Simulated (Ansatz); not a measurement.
A calculation on Ag (P6₃/mmc, No. 194, 4 atoms in the cell; start COD 1509194; another form than the element's usual one) returned lattice constant a 2.901 Å, lattice parameter c 9.497 Å, cohesive energy 2.87 eV/atom.

**Question.** Which level of theory produced these numbers?
A. r²SCAN+rVV10 (Ansatz, a first-principles code)
B. r²SCAN (Ansatz)
C. LDA (Ansatz)
D. PBEsol (Ansatz)

**Answer.** B, r²SCAN (Ansatz)

The others give: r²SCAN+rVV10 2.881 Å, 9.433 Å, 3.17 eV/atom; LDA 2.827 Å, 9.264 Å, 3.63 eV/atom; PBEsol 2.864 Å, 9.384 Å, 3.08 eV/atom.

Unless a cell is named, each level is at its own relaxed cell (LDA 16.02, PBEsol 16.67, r²SCAN 17.30, r²SCAN+rVV10 16.95 Å³/atom).

Caveats: the relaxation could not lower the start's symmetry, so the cell can be a saddle point above a distorted one (r²SCAN+rVV10, LDA, PBEsol, r²SCAN). Ansatz's density-functional and Hartree–Fock values are scalar-relativistic unless marked +SOC, with PAW data made under PBE.
